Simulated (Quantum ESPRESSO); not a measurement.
A series of runs on Si₃N₄ (P1, 14 atoms in the cell)

```yaml
crystal:
  lattice:
    - [7.60454, 0.00000, 0.00000]
    - [-3.80227, 6.58573, 0.00000]
    - [0.00000, 0.00000, 2.90520]
  atoms:
    - { symbol: Si, position: [0.23089, 0.83072, 0.74513] }
    - { symbol: Si, position: [0.76053, 0.17730, 0.23978] }
    - { symbol: Si, position: [0.40125, 0.22320, 0.25023] }
    - { symbol: Si, position: [0.59445, 0.77036, 0.74298] }
    - { symbol: Si, position: [0.18183, 0.41286, 0.74135] }
    - { symbol: Si, position: [0.82540, 0.59522, 0.22265] }
    - { symbol: N, position: [0.33395, 0.67379, 0.75920] }
    - { symbol: N, position: [0.65777, 0.32172, 0.25110] }
    - { symbol: N, position: [0.97162, 0.66733, 0.75736] }
    - { symbol: N, position: [0.04444, 0.33646, 0.25909] }
    - { symbol: N, position: [0.30084, 0.96667, 0.24441] }
    - { symbol: N, position: [0.70146, 0.02826, 0.78426] }
    - { symbol: N, position: [0.33277, 0.29754, 0.76826] }
    - { symbol: N, position: [0.66278, 0.69859, 0.23420] }
```

Base run A: PBEsol, GBRV 1.5 ultrasoft (PBESOL) pseudopotentials (Quantum ESPRESSO), self-consistent single point.

Its settings: ecutwfc = 40 Ry; ecutrho = 200 Ry; occupations = smearing; smearing = gauss; degauss = 0.00147 Ry; potentials = {Si: si_pbesol_v1.uspp.F.UPF, N: n_pbesol_v1.2.uspp.F.UPF}; K_POINTS = automatic 2 2 6 0 0 0; conv_thr = 1e-08 Ry; mixing_beta = 0.3.

The starting cell comes from a database of computed structures (which also holds hypothetical and non-ambient phases and stackings), without a prior relaxation at this level. Its atoms were displaced at random from the sites of space group no. 176. In the base run, with a pressure of about 5 GPa the cell is away from its equilibrium volume at this level. In the base run, forces exceed 1 eV/Å.

Absolute energies have different zeros for different potentials, functionals, Hubbard and dispersion terms and are not compared across them.

Run A gave: pressure (GPa) 4.82; largest force (eV/Å) 4.747; gap on the mesh (eV) 4.004.

Runs:
- B: pseudopotentials: {Si: si_pbesol_v1.uspp.F.UPF, N: n_pbesol_v1.2.uspp.F.UPF} → {Si: si_lda_v1.uspp.F.UPF, N: n_lda_v1.2.uspp.F.UPF} [LDA (PZ)]
- C: pseudopotentials: {Si: si_pbesol_v1.uspp.F.UPF, N: n_pbesol_v1.2.uspp.F.UPF} → {Si: si_pbe_v1.uspp.F.UPF, N: n_pbe_v1.2.uspp.F.UPF}; input_dft: default → blyp [BLYP]
- D: pseudopotentials: {Si: si_pbesol_v1.uspp.F.UPF, N: n_pbesol_v1.2.uspp.F.UPF} → {Si: si_pbe_v1.uspp.F.UPF, N: n_pbe_v1.2.uspp.F.UPF}; input_dft: default → wc [Wu-Cohen GGA]
- E: pseudopotentials: {Si: si_pbesol_v1.uspp.F.UPF, N: n_pbesol_v1.2.uspp.F.UPF} → {Si: si_pbe_v1.uspp.F.UPF, N: n_pbe_v1.2.uspp.F.UPF}; input_dft: default → vdw-df2 [vdW-DF2]
- F: pseudopotentials: {Si: si_pbesol_v1.uspp.F.UPF, N: n_pbesol_v1.2.uspp.F.UPF} → {Si: si_pbe_v1.uspp.F.UPF, N: n_pbe_v1.2.uspp.F.UPF}; input_dft: default → vdw-df-cx [vdW-DF-cx]
- G: pseudopotentials: {Si: si_pbesol_v1.uspp.F.UPF, N: n_pbesol_v1.2.uspp.F.UPF} → {Si: si_pbe_v1.uspp.F.UPF, N: n_pbe_v1.2.uspp.F.UPF}; input_dft: default → rvv10 [rVV10]

### Question
What does run F change against A?

### Answer
The pressure goes from 4.82 to 6.27 GPa, the largest force goes from 4.747 to 4.799 eV/Å and the gap on the mesh goes from 4.004 to 4.105 eV.

### Question
What does run E change against A?

### Answer
The pressure goes from 4.82 to 14.88 GPa, the largest force goes from 4.747 to 4.813 eV/Å and the gap on the mesh goes from 4.004 to 4.471 eV.

| run | pressure (GPa) | largest force (eV/Å) | gap on the mesh (eV) |
|---|---|---|---|
| A | 4.82 | 4.747 | 4.004 |
| B | -0.26 | 4.618 | 3.967 |
| C | 13.43 | 4.826 | 4.335 |
| D | 5.92 | 4.770 | 4.004 |
| E | 14.88 | 4.813 | 4.471 |
| F | 6.27 | 4.799 | 4.105 |
| G | 10.96 | 4.799 | 4.211 |

Left out of this page: 4 runs of the series held back from this collection.
